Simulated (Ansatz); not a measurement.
# A computed series for WS2: point defects

The parent structure is a 12-atom supercell of WS2 in the 2H-MoS2 type structure (space group P6_3/mmc, No. 194; a = 3.1543 Å, c = 12.1409 Å; layered, stacked along the Cartesian z axis) at its relaxed geometry.

One neutral defect a cell, atoms relaxed at fixed cell.

Calculations: Ansatz (a first-principles code), PBE-D3(BJ), PAW, cutoff 420 eV, no spin-orbit coupling, earlier PAW set.

```tsv
change	largest displacement of a host atom from its site in the perfect cell	pressure
perfect supercell	–	0.0 GPa
Se on a S site	0.07 Å	1.2 GPa
Pb on a S site	0.40 Å	2.9 GPa
W vacancy	0.78 Å	1.5 GPa
Re on a W site	___	___
```

**Question.** Some entries are withheld; estimate them.

**Answer.** 
- Re on a W site, largest displacement of a host atom from its site in the perfect cell: 0.10 Å
- Re on a W site, pressure: -0.5 GPa

The magnetic state is the one reached from the starting moments; the real material's order can differ, and small cells can't hold many antiferromagnetic ones. In so small a cell the defect repeats every few ångströms: this is an ordered compound, not a dilute defect. The mesh was chosen for an insulator and is coarse for the gapless case. Starting moments died away, wholly or in part, for Se on a S site, Pb on a S site, W vacancy and Re on a W site; another magnetic solution may exist.
